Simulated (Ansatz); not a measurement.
Here is the system:

```xyz
4
Lattice="4.0274 0.0000 0.0000 0.0000 4.0274 0.0000 0.0000 0.0000 17.8478" Properties=species:S:1:pos:R:3 pbc="T T T"
Cl     1.0069    -1.0069     7.4446
Na     3.0206     1.0069     7.6004
Cl     3.0206    -3.0206    10.4032
Na     5.0343    -1.0069    10.2474
```

No spin polarisation.

Method: PBE in Ansatz (plane waves to 420 eV, PAW, scalar-relativistic without spin-orbit coupling), earlier PAW set. k-mesh 8×8×1 (Γ-centred); smearing 0.05 eV (Fermi–Dirac). The cell is a slab with vacuum along z.

**Question.** Estimate the gap character.

**Answer.** Direct at Γ.

**Question.** Estimate the band gap.

**Answer.** 4.99 eV.

Whether these cells are dynamically stable was not tested. The cell was made from NaCl in the rock salt structure (space group Fm-3m, No. 225) by this change: a free-standing slab of 2 layers (4 atoms, 2 a layer) is cut normal to the z axis, with 15 Å of vacuum and the in-plane cell held at bulk.

Ansatz is an electronic-structure program.
